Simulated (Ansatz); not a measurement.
The starting structures come from a database of crystals and need not be the phases stable at ambient conditions.

Tunnelling through a barrier is set by its complex band structure: the current falls as exp(−2κd) with the smallest κ.

```xyz
18
Lattice="6.2807 0.0000 0.0000 3.1404 6.7890 0.0000 0.0000 1.5630 5.9384" Properties=species:S:1:pos:R:3 pbc="T T T"
La     4.4910     6.3270     3.4175
La     4.9301     2.0250     2.5210
La     1.3506     2.8065     5.4902
La     8.0705     5.5455     0.4482
C      7.7014     5.6731     3.6312
C      1.7197     2.6788     2.3072
C      4.5611     3.4603     5.2764
C      4.8600     4.8916     0.6620
N      5.5446     7.0522     5.7543
N      3.8765     1.2998     0.1842
N      2.4043     2.0813     3.1534
N      7.0168     6.2707     2.7851
N      7.2772     3.2158     1.4635
N      2.1439     5.1362     4.4749
N      4.1369     4.3547     1.5057
N      5.2842     3.9973     4.4327
O      0.1639     0.3907     1.4846
O      6.1168     1.1722     4.4538
```

Space group of this cell: C2/c. The cell is taken as given; by r2SCAN its mean pressure is -2.4 GPa.

Transport runs along the normal of the first two printed cell vectors.

The gap is the functional's own, uncorrected, and κ follows it; spin-orbit coupling is left out. Mid-gap values are interpolated between the computed energies.

Question: Estimate the band gap and the smallest decay constant κ at mid-gap that Ansatz (a program for electronic structure) with r2SCAN returns for this system.

Answer: Gap 3.68 eV on a 6×6×6 mesh; κ = 0.438 1/Å, at (0.167, 0.000) of the in-plane reciprocal vectors. At the zone centre, at the nearest computed energy, the slowest state has κ = 0.45 1/Å.
